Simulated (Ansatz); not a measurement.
## O on the 1x1 (101) surface of anatase TiO2 (cut with top plane O), one in a 2x1 cell, started at the site 'top O'

Host crystal: anatase TiO2, with a band gap (PBE, scalar-relativistic without spin-orbit coupling).

Method: r2SCAN, at the PBE geometry and the start's symmetry (plane waves to 500 eV, PAW; Ansatz, a quantum-chemistry and plane-wave program).

Set-up: 37 atoms, 9.4 Å thick at the start under the adsorbate (thin: gaps and levels are the slab's own); mesh 3x4x1; 0.01 eV smearing; dipole correction on; single point; no symmetry held, on the structure that PBE left; spin-polarised, no spin-orbit, no U, no dispersion correction. The starting moment vanished. The program's check for a lower electronic state was not made. At the end it is bonded to O + Ti. In PBE it is, or lies within 0.03 eV of, the lowest of the starts that converged; the order may differ at this level.

```json
{
  "energy of the end state, in which the adsorbate paired with a surface O atom, against ½ O2(g) at the same level": "0.91 eV",
  "gap_of_the_slab_on_its_k_mesh": "1.99 eV",
  "highest_filled_level_below_the_top_vacuum_level": "7.44 eV",
  "change_of_the_step_from_the_bottom_to_the_top_vacuum_level_against_the_clean_slab": "0.57 eV",
  "height of the binding atom over the mean of the host atoms within 0.3 Å of the top one": "51.2 pm",
  "magnetic_moment_of_the_cell": "0.00 μB",
  "note": "in the relaxation the adsorbate left its starting site by 0.7 Å",
  "cost": "around 16 core-minutes (rough)"
}
```

A negative adsorption energy means that the adsorbate is more stable on the surface than in its reference.
